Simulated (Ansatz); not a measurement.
Levels about the gap of amorphous Hf18O36C (55 atoms in a cell of 708 Å³, 8.91 g/cm³; zone centre alone, so wide bands show as single levels with stretches between that a denser mesh fills), at the geometry that PBE relaxed, where it gives -1.1 GPa on a denser mesh. The participation number counts the atoms over which a state spreads; weights are charges in smoothed Voronoi cells. The levels come from a single point, so bond lengths are those of that geometry. Method of the levels: PBE, scalar-relativistic without spin-orbit coupling (Ansatz, a first-principles code). Sampling: the zone centre alone; Fermi-Dirac width 0.02 eV; no spin polarisation.

The cell was made by melting and quenching with the CHGNet potential and then relaxed with DFT. O atoms were pushed apart under 1.9 Å during the dynamics, to hinder bonds among them. The hot cell started wider than the set density and was brought back towards it in steps. It is the lowest in DFT energy of 2 quenches. It is a model cell: composition and starting density were chosen by hand, and all elements were melted together. No dispersion term was used. Its density started from a set value of 8.91 and ended at 8.91 g/cm³. Cooling (nominally 380 K/ps over its main leg) ran many orders faster than in experiment, which tends to leave more defects and strain. A cell of this size samples the disorder only roughly. The volume was held where the preparation left it, at a PBE pressure of -1.1 GPa (tension). Stress components on the final sampling reach 3.1 GPa. On a 2×2×2 Γ-centred mesh force components of up to 0.15 eV/Å stay, since the relaxation ran on the zone centre alone.

```tsv
E - E(highest filled), eV	filling	participation number	largest on	weight O	weight Hf	weight C
-2.69	filled	20.6	O, 3 neighbours	0.94	0.06	0.01
-2.63	filled	15.6	O, 3 neighbours	0.95	0.05	0.00
-2.58	filled	13.5	O, 2 neighbours	0.95	0.05	0.00
-2.40	filled	11.1	O, 3 neighbours	0.94	0.05	0.01
-2.30	filled	10.8	O, 3 neighbours	0.93	0.05	0.01
-1.92	filled	7.6	O, 3 neighbours	0.68	0.11	0.21
0.00	filled	7.8	C, 4 neighbours	0.38	0.34	0.28
1.59	empty	15.2	Hf, 6 neighbours	0.36	0.61	0.02
1.66	empty	33.3	Hf, 7 neighbours	0.48	0.51	0.01
1.97	empty	20.6	Hf, 6 neighbours	0.38	0.61	0.01
2.03	empty	26.6	Hf, 7 neighbours	0.38	0.61	0.01
2.10	empty	28.2	Hf, 6 neighbours	0.37	0.62	0.01
2.18	empty	25.6	Hf, 6 neighbours	0.40	0.60	0.01
2.19	empty	27.9	Hf, 5 neighbours	0.39	0.61	0.00
```

Most localised among these is the filled level at -1.92 eV, on a O atom, which has 3 neighbours (C 1.36 Å, Hf 2.27 Å, Hf 2.39 Å).
